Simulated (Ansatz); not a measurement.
Cu on the 1x1 (10-10) surface of wurtzite GaN (cut with top plane Ga + N), one in a 1x1 cell, energies for each (16.9 Å²). Energies are against an atom of fcc Cu, without zero-point or thermal terms; each row is named by its start. No converged result for: 2 more starts.

Host crystal: wurtzite GaN, with a band gap (PBE, scalar-relativistic without spin-orbit coupling).

These are PBE (plane waves to 420 eV, PAW; Ansatz, an electronic-structure program) values and carry that method's errors.

Slab: 17 atoms, 9.3 Å thick at the start under the adsorbate (thin: gaps and levels are the slab's own); k 6x4x1, smearing 0.01 eV, dipole-corrected; 8 atoms held, the rest relaxed; each run with such symmetry as its start has; spin-polarised, no spin-orbit, no U, no dispersion correction.

A negative adsorption energy means that the adsorbate is more stable on the surface than in its reference. Starts that drift may end in the same place. Heights count from the host atoms within 0.3 Å of the top one.

```csv
starting site,E_ads (eV),height (Å),nearest host atom (Å),bonded to,change of the vacuum step (eV),lateral drift (Å),moment (μB)
top N,1.60,1.91,N 1.94,Ga + N,-0.03,0.5,0.0
top Ga,1.60,1.91,N 1.95,Ga + N,-0.02,1.3,0.0
hollow Ga-Ga-N-N,1.79,1.42,N 2.22,3 Ga + 2 N,-0.23,0.4,0.0
bridge Ga-Ga-Ga-N-N-N (span 3.3 Å),1.79,1.42,N 2.23,3 Ga + 2 N,-0.22,0.4,0.0
```
